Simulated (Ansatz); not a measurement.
ZnSiP2: holes 5.0×10^21 cm⁻³

The parent structure is ZnSiP₂ in the chalcopyrite structure (space group I-42d, No. 122; a = 5.378 Å, c = 10.466 Å).

Modification: 0.757 holes added to each cell, a density of 5.0×10^21 cm⁻³, with a uniform compensating background at fixed cell and a 300 K Fermi–Dirac width.

Computed with plane-wave PAW DFT at the r2SCAN level (Ansatz, a first-principles code, 500 eV), no SOC. Γ-centred 12×12×12 mesh, Fermi–Dirac width 0.0259 eV.

| quantity | base | changed | shift |
|---|---|---|---|
| gap between the host's bands | 1.55 eV | 1.64 eV | +0.09 eV |
| gap character | direct at Γ | direct at Γ | – |
| largest internal atomic displacement | – | 0.017 Å | – |
| Fermi level relative to the doped band's edge (positive inside the band; to 0.05 eV) | – | +0.55 eV | – |

Final structure:

```
ZnSiP2
1.0
   -2.68876     2.68876     5.23303
    2.68876    -2.68876     5.23303
    2.68876     2.68876    -5.23303
Zn Si P
2 2 4
Cartesian
  0.00000   2.68876   2.61651
  0.00000   0.00000   0.00000
  2.68876   0.00000   2.61651
  0.00000   0.00000   5.23303
  1.34438   1.41761  -1.30826
  1.34438   1.27114   3.92477
  3.95990   1.34438   1.30826
 -1.27114   1.34438   6.54128
```
Cell charge +0.756633.

Cost of the whole job for the changed cell (relaxation, final SCF and bands): around 7 core-minutes (rough).

Carriers are added with a uniform compensating background; total energy and stress of such cells depend on the potential's zero and are not compared; many-body gap narrowing is missing at this level. No phonon test of stability was made.
